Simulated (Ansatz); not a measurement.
The reference is Au in the fcc (Cu type) structure (space group Fm-3m, No. 225; a = 4.083 Å).

Level of theory: DFT with PBEsol, PAW potentials and a 420 eV plane-wave cutoff in Ansatz (an electronic-structure program), spin-orbit coupling left out.

For the base:

The volume per atom comes out as 17.02 Å³.

It is then changed as follows: cell and atoms relaxed at a pressure of 0.9 GPa.

### Question
Estimate the effect on the volume per atom.

### Answer
The volume per atom decreases by 0.086 Å³ (17.02 Å³ → 16.94 Å³).

Load acts through the strain it causes; cell and atoms are relaxed under it. Stability against distortions was not tested.
